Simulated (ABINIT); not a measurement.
A self-consistent single point of CaO (Fm-3m, 2 atoms in the cell) with ABINIT.

Method: PBE, norm-conserving pseudopotentials (PseudoDojo nc-sr-05 PBE standard) (plane waves; ABINIT).

The change in words: lattice scaled by 0.98. Reference geometry:
```yaml
crystal:
  lattice:
    - [0.00000, 2.35428, 2.35428]
    - [2.35428, 0.00000, 2.35428]
    - [2.35428, 2.35428, 0.00000]
  atoms:
    - { symbol: Ca, position: [0.00000, 0.00000, 0.00000] }
    - { symbol: O, position: [0.50000, 0.50000, 0.50000] }
```

Reference input (self-consistent single point, DFT, PBE, plane waves, norm-conserving pseudopotentials (PseudoDojo nc-sr-05 PBE standard)): pseudos = [Ca.upf, O.upf]; ecut = 42 Ha; occopt = 3; tsmear = 0.00073499 Ha; ngkpt = 12 12 12; nshiftk = 1; shiftk = 0 0 0; potentials = PseudoDojo nc-sr-05 PBE standard; nband = 13; kptopt = 1; nstep = 80; tolvrs = 1e-12. This run's input differs from it in these lines:

```diff
@@ -5,5 +5,5 @@
 rprim
-         0.0000000000    2.3542820000    2.3542820000
-         2.3542820000   -0.0000000000    2.3542820000
-         2.3542820000    2.3542820000   -0.0000000000
+        -0.0000000000    2.3071960000    2.3071960000
+         2.3071960000    0.0000000000    2.3071960000
+         2.3071960000    2.3071960000   -0.0000000000
 natom 2
```

The program printed (abridged):

```
--- !BeginCycle
solver: {iscf: 7, nstep: 80, nline: 4, wfoptalg: 0, }
tolerances: {tolvrs: 1.00E-12, }
...

     iter   Etot(hartree)      deltaE(h)  residm     vres2
 ETOT  1  -55.230085199896    -5.523E+01 1.767E-01 5.917E+02
 ETOT  2  -55.048606741221     1.815E-01 1.633E-01 1.352E+03
 ETOT  3  -55.376039126757    -3.274E-01 1.341E-02 1.825E+01
 ETOT  4  -55.380357322598    -4.318E-03 4.416E-03 5.883E-01
 ETOT  5  -55.380377663519    -2.034E-05 2.757E-03 2.698E-01
   [... 3 lines left out ...]
 ETOT  9  -55.380444551621     5.912E-12 2.108E-03 3.844E-07
 ETOT 10  -55.380444551724    -1.031E-10 1.935E-03 2.462E-10
 ETOT 11  -55.380444551724    -7.176E-13 1.961E-03 5.017E-12
 ETOT 12  -55.380444551724     8.029E-13 7.910E-04 7.330E-13
 At SCF step   12       vres2   =  7.33E-13 < tolvrs=  1.00E-12 =>converged.

 Cartesian components of stress tensor (hartree/bohr^3)
  sigma(1 1)= -6.46979960E-04  sigma(3 2)=  0.00000000E+00
  sigma(2 2)= -6.46979960E-04  sigma(3 1)=  0.00000000E+00
  sigma(3 3)= -6.46979960E-04  sigma(2 1)=  0.00000000E+00

 ----iterations are completed or convergence reached----

 reduced coordinates (array xred) for    2 atoms
       0.000000000000      0.000000000000      0.000000000000
       0.500000000000      0.500000000000      0.500000000000
 cartesian forces (eV/Angstrom) at end:
    1     -0.00000000000000    -0.00000000000000    -0.00000000000000
    2     -0.00000000000000    -0.00000000000000    -0.00000000000000
 frms,max,avg= 0.0000000E+00 0.0000000E+00   0.000E+00  0.000E+00  0.000E+00 e/A
   [... lines left out ...]
 Fermi (or HOMO) energy (eV) =   8.96682   Average Vxc (eV)= -11.18051
   [... lines left out ...]
total_energy        : -5.53804445517237E+01
total_energy_eV     : -1.50697853503440E+03
band_energy         : -4.47915817314013E+00
...

-Cartesian components of stress tensor (GPa)         [Pressure=  1.9035E+01 GPa]
- sigma(1 1)= -1.90348044E+01  sigma(3 2)=  0.00000000E+00
- sigma(2 2)= -1.90348044E+01  sigma(3 1)=  0.00000000E+00
- sigma(3 3)= -1.90348044E+01  sigma(2 1)=  0.00000000E+00

 Calculation completed.
```

The run converged in 12 iterations. Against the reference run the free energy goes up by 66.5 meV/atom, the pressure goes from 9.16 to 19.03 GPa and the gap on the mesh goes from 3.638 to 3.594 eV.

The starting cell comes from a database of computed structures (which also holds hypothetical and non-ambient phases and stackings), without a prior relaxation at this level. Its lattice was rescaled by a random factor within 2.5 % of one. For this run, on top of that: lattice scaled by 0.98. With a pressure of about 19 GPa the cell is away from its equilibrium volume at this level.

Cost on one core of a shared machine: roughly 80 s.
